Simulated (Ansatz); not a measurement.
# Mo: tensor shear ε_xy = +1.43 %

Take Mo in the bcc (W type) structure (space group Im-3m, No. 229; a = 3.130 Å; relaxed with 0.1 eV smearing) as the base. Axes: x, y, z lie along the cube axes.

Modification: tensor shear ε_xy = +1.43 % (engineering shear γ = 0.0286), atoms relaxed at fixed cell.

Method: Ansatz (a quantum-chemistry and plane-wave program) PBEsol, no spin-orbit coupling. Γ-centred 29×29×29 mesh, Fermi–Dirac width 0.1 eV.

```csv
quantity,base,changed,shift
volume per atom,15.33 Å³,15.33 Å³,0.00 Å³
space group,Im-3m (No. 229),Fmmm (No. 69),–
shortest interatomic distance,271.1 pm,268.5 pm,-2.6 pm
energy relative to the base (free energy F),0 meV/atom,+4.1 meV/atom,+4.1 meV/atom
"pressure (mean of the normal stresses, compression positive)",0.0 GPa,0.2 GPa,+0.2 GPa
band gap,zero,zero,–
"stress (xx, yy, zz, yz, xz, xy; compression positive)",–,"(0.1, 0.1, 0.2, 0.0, 0.0, -3.0) GPa",–
```

The cells carry an imposed strain or load. Stability against distortions was not tested. The final runs are not spin-polarised.
